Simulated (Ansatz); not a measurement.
# A computed series for hypothetical rock salt GaAs: response to strain

Start from GaAs in the rock salt structure (space group Fm-3m, No. 225; a = 5.3304 Å; a hypothetical phase, not in the database extracts checked; relaxed with 0.1 eV smearing). Axes: x, y, z lie along the cube axes.

Strains are applied to the cell and any free atomic positions relax; under biaxial strain the out-of-plane vector relaxes too.

All numbers come from DFT with r2SCAN, PAW potentials and a 500 eV plane-wave cutoff in Ansatz (an electronic-structure program), spin-orbit coupling left out, earlier PAW set.

Candidates:
(a) tensor shear ε_yz = −1.32 %
(b) isotropic strain +5.47 %
(c) biaxial strain −0.16 %, plane normal [001], relaxed out of plane

Notes on the quantities. energy relative to the base: free energy F.

Task: Order them by energy relative to the base, lowest first.

Result: (c) biaxial strain −0.16 %, plane normal [001], relaxed out of plane (+0.1 meV/atom), (a) tensor shear ε_yz = −1.32 % (+0.9 meV/atom), (b) isotropic strain +5.47 % (+107 meV/atom)

Whether these cells are dynamically stable was not tested. All final runs are without spin polarisation.
